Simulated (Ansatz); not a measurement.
Start from MoSe$_{2}$ in the 2H-MoS2 type structure (space group P6_3/mmc, No. 194; a = 3.2771 Å, c = 12.7318 Å; layered, stacked along the Cartesian z axis).

Method: PBE-D3(BJ) (Ansatz, a program for electronic structure; PAW; 420 eV plane waves; spin-orbit coupling left out).

One change was made to it. Results:

| quantity | base | after |
|---|---|---|
| c/a ratio | 3.885 | 3.790 |
| valence-band top at Γ (three highest levels, from the VBM) | 0.00, -0.68, -1.19 eV | 0.00, -0.43, -1.49 eV |
| lattice parameter a | 3.277 Å | 3.230 Å |
| band gap | 0.74 eV | 0.50 eV |
| smallest direct gap | 1.46 eV | 1.48 eV |

**Question.** Name the change that was made.
A. pressure 0.9 GPa
B. pressure −1 GPa
C. pressure 9 GPa
D. pressure 4.5 GPa

**Answer.** D, pressure 4.5 GPa. For comparison, the band gap in the other runs: pressure −1 GPa gives 0.83 eV; pressure 0.9 GPa gives 0.68 eV; pressure 9 GPa gives 0.34 eV.

Load acts through the strain it causes; cell and atoms are relaxed under it. Stability against distortions was not tested. Competing high-pressure phases were not computed.
